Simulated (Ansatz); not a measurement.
The parent structure is Cu3N (space group Pm-3m, No. 221; a = 3.7648 Å). Axes: x, y, z lie along the cube axes.

Now apply this change: the cell is stretched by 1.48 % along z with no lateral relaxation; the atoms relax in the strained cell.

Levels (all Ansatz, a program for electronic structure, PAW, earlier PAW set): PBEsol (420 eV, scalar-relativistic without spin-orbit coupling); HSE06 (420 eV, spin-orbit coupling left out); PBEsol+SOC (420 eV, with spin-orbit coupling).

At the geometry relaxed with PBEsol, these levels gave the following band gaps, in shuffled order: (a) zero, (b) 0.84 eV, (c) 0.06 eV.

Question: Match each gap to its level.

Answer: (a) PBEsol+SOC; (b) HSE06; (c) PBEsol.

Single points use the geometry relaxed with PBEsol. HSE06 gaps are upper bounds (no full band path). The spin-orbit shifts are approximate. Stability against distortions was not tested. The runs without spin-orbit coupling are not spin-polarised. Gaps under 0.05 eV, about the width of the smearing, are given as zero. A zero or small gap of Cu3N can be the functional's error rather than a property of the material.
